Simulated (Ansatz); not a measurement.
Consider Mo₃Si in the A15 (Cr3Si type) structure (space group Pm-3n, No. 223; a = 4.885 Å). Axes: x, y, z lie along the cube axes.

Method: r2SCAN (Ansatz, an electronic-structure program, PAW, without spin-orbit coupling), earlier PAW set.

For the base:

The pressure is 0.0 GPa.

Modification: uniaxial strain ε_yy = +1.95 %, all other strain components held at zero; the atoms relax in the strained cell.

Q: Estimate the effect on the energy relative to the base.

A: The energy grows by 8.1 meV/atom.

Q: Estimate the effect on the pressure.

A: The pressure (mean of the normal stresses, compression positive) goes from zero to -4.8 GPa.

Without a gap, meshes like the base's 10×10×10 leave anisotropic stresses uncertain by several tenths of a GPa, and small strain energies with them. Whether these cells are dynamically stable was not tested. All final runs are without spin polarisation.
